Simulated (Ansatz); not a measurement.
Candidates (primitive cells; geometry: cell and atoms relaxed with PBEsol):
A. MgS (Fm-3m), a = b = c = 3.664 Å, α = β = γ = 60.00°
B. KBr (Fm-3m), a = b = c = 4.6313 Å, α = β = γ = 60.00°
C. NaH (Fm-3m), a = 3.3881 Å, b = 3.3881 Å, c = 3.3881 Å, α = 60.00°, β = 60.00°, γ = 60.00°

Question: Order them by Seebeck coefficient, n-type 1e19 cm⁻³ (highest first) at the level r2SCAN, rigid bands (Ansatz, a quantum-chemistry and plane-wave program).

Answer: B (-184 μV/K), A (-265 μV/K), C (-352 μV/K)

Seebeck coefficients are for the stated density at 300 K, with one relaxation time for all states and whether or not that doping can be reached. Spin-orbit coupling is left out.
